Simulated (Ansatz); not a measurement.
## TiB2 under a change: Ca on a Ti site

The reference is a 30-atom supercell of TiB$_{2}$ (space group P6/mmm, No. 191; a = 3.017 Å, c = 3.185 Å) at its relaxed geometry.

One thing is altered: a neutral Ca on a Ti site, atoms relaxed at fixed cell, starting from a slightly rattled geometry.

All numbers come from PBEsol (Ansatz, a first-principles code), no spin-orbit coupling, earlier PAW set. k-mesh 4×4×4 (Γ-centred); smearing 0.05 eV (Fermi–Dirac).

```json
[
 {"quantity": "largest displacement of a host atom from its site in the perfect cell", "base": "–", "changed": "0.06 Å", "shift": "–"},
 {"quantity": "mean distance from the defect site to its nearest host atoms", "base": "2.36 Å", "changed": "2.41 Å", "shift": "+0.05 Å"}
]
```

In so small a cell the defect repeats every few ångströms: this is an ordered compound, not a dilute defect. The final runs are not spin-polarised. The defect cell is not spin-polarised.
